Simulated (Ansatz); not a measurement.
Defect migration in beta Ga2O3 with all lengths changed by +1 %: interstitial H, charge state +1. The step: several atoms move together, H the farthest; the atom moves 2.54 Å along (0.00, 0.00, 0.43) of the unit cell; the moving atom starts with neighbours O at 1.07, O at 1.43 Å and ends with O at 1.03, O at 1.60 Å. DFT values are from Ansatz (plane-wave PAW, 420 eV unless said) in a cell of 120 host sites, spin-restricted, static, with no finite-size correction. The charge state is imposed; whether it is stable for some Fermi level was not computed. Sites that were not tried may lie lower. For the PBE band: the saddle point's order was not checked, and it lies on a symmetry element of the cell, where a band can be held.

| Level | Forward barrier (eV) | Cost of the band or of the saddle's single point |
|---|---|---|
| CHGNet universal potential (has no charge state), its own band | 0.83 | - |
| PBE, the Γ point alone, band relaxed | 1.33 | around 40 core-minutes (rough) |
| PBE, a 2×2×2 k-point mesh shifted by half a step, same geometries | 1.33 | very roughly 13 core-minutes |

Ansatz is an electronic-structure program.
